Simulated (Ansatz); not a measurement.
Input and output of a relaxation of cell and atoms for Nb2AsC (P6_3/mmc, 8 atoms in the cell) (Ansatz, a first-principles code).

Method: LDA (PW92), PAW files made with PBE (plane waves; Ansatz).

```yaml
crystal:
  lattice:
    - [3.32535, 0.00000, 0.00000]
    - [-1.66267, 2.87983, 0.00000]
    - [0.00000, 0.00000, 11.81861]
  atoms:
    - { symbol: Nb, position: [0.33333, 0.66667, 0.40533] }
    - { symbol: Nb, position: [0.66667, 0.33333, 0.59467] }
    - { symbol: Nb, position: [0.66667, 0.33333, 0.90533] }
    - { symbol: Nb, position: [0.33333, 0.66667, 0.09467] }
    - { symbol: As, position: [0.66667, 0.33333, 0.25000] }
    - { symbol: As, position: [0.33333, 0.66667, 0.75000] }
    - { symbol: C, position: [0.00000, 0.00000, 0.50000] }
    - { symbol: C, position: [0.00000, 0.00000, 0.00000] }
```

Reference input (self-consistent single point, DFT, LDA (PW92), plane waves, PAW files made with PBE): kpoints.mp_grid.grid = 8 8 2; hamiltonian.xc = lda; hamiltonian.pseudopotentials = {kind: paw} (the program's default PAW files); scf.occupations.method = fermi_dirac; scf.occupations.width = 0.1 eV. This run's input differs from it in these lines:

```diff
@@ -22,2 +22,4 @@
   occupations: { method: fermi_dirac, width: 0.1 }
+relax:
+  cell: {}
 output:
```

Output, abridged:

```
   [... SCF lines of the steps left out ...]
relax step   1: F+E_penalty+E_count = -27809.81341944 eV  Δ(F+E_penalty+E_count) = +0.000e0 eV  max|allowed force component| = 1.654e-1 eV/Å  Δτ_max = 0.0000 Å  P = -5.585 GPa  Ω = 113.180 Å³  (9 SCF iters, dr2 threshold 1.00e-7 eV, accepted)
relax step   2: F+E_penalty+E_count = -27809.83576986 eV  Δ(F+E_penalty+E_count) = -2.235e-2 eV  max|allowed force component| = 1.057e-1 eV/Å  Δτ_max = 0.0085 Å  P = +4.927 GPa  Ω = 108.039 Å³  energy of the carried Pulay correction = +2.596e-3 eV  [...]
   [... lines left out ...]
relax step   4: F+E_penalty+E_count = -27809.87318305 eV  Δ(F+E_penalty+E_count) = -1.103e-4 eV  max|allowed force component| = 4.435e-3 eV/Å  Δτ_max = 0.0001 Å  P = -0.012 GPa  Ω = 110.369 Å³  energy of the carried Pulay correction = +1.404e-3 eV  [...]
relax step   5: F+E_penalty+E_count = -27809.87197739 eV  Δ(F+E_penalty+E_count) = +1.206e-3 eV  max|allowed force component| = 4.435e-3 eV/Å  Δτ_max = 0.0000 Å  P = -0.027 GPa  Ω = 110.369 Å³  stress off target by 3.48e-2 GPa  SCF on the basis [...]
basis re-selected at this cell: Δ(F+E_penalty+E_count) = +1.206e-3 eV, ΔP = -0.015 GPa vs the last step
the relaxation is at rest under the 24 symmetry operations that the run kept from its start: a minimum is not shown …
Free energy (F): -27809.871977 eV
Internal energy: -27809.762887 eV  (E = F + TS)
E sigma→0 (E₀):  -27809.817432 eV
Entropy (-TS):   -0.109091 eV (-13.636 meV/atom)
Fermi energy:    17.836333 eV
--- Forces (eV/Å), atoms counted from 1 ---
  atom   1  Nb    -0.00000000     0.00000000     0.00443506
   [... lines left out ...]
  cell:  # Å, volume = 110.3690 Å³
   [... lines left out ...]
    - { symbol: As, position: [0.6666666666666666, 0.3333333333333333, 0.24999999999999997] }
    - { symbol: As, position: [0.3333333333333333, 0.6666666666666666, 0.75] }
    - { symbol: C, position: [3.803805114279205e-34, 2.879256323921802e-34, 0.49999999999999994] }
    - { symbol: C, position: [4.108714486673816e-34, 3.851054314998992e-34, 1.849071712785835e-20] }
```

The run converged.  The full log also holds: “iter 5 did not close the SCF: its close was put off for the readings that it lacked (scf_convergence_deferred on its scf_iter line)”. The full log also holds: “iter 4 did not close the SCF: its close was put off for the readings that it lacked (scf_convergence_deferred on its scf_iter line)”.

Summary of the result:
Free energy E − TS (on the zero of these files): -27809.8720 eV
Fermi level (on the code's own zero): 17.84 eV
Pressure: -0.03 GPa
Largest force (vector length): 0.004 eV/Å
Final cell: a = 3.2788 Å, b = 3.2788 Å, c = 11.8548 Å, α = 90.00°, β = 90.00°, γ = 120.00°
Final volume per atom: 13.80 Å³
Relaxation steps: 5

The starting cell comes from a database of computed structures (which also holds hypothetical and non-ambient phases and stackings), without a prior relaxation at this level. Its lattice was rescaled by a random factor within 2.5 % of one. Spin polarisation is off. The relaxation keeps the symmetry of its start, so its end need not be a minimum. Ansatz's pressure includes its estimate of the finite-basis (Pulay) stress.

Keys are those of Ansatz 0.2.
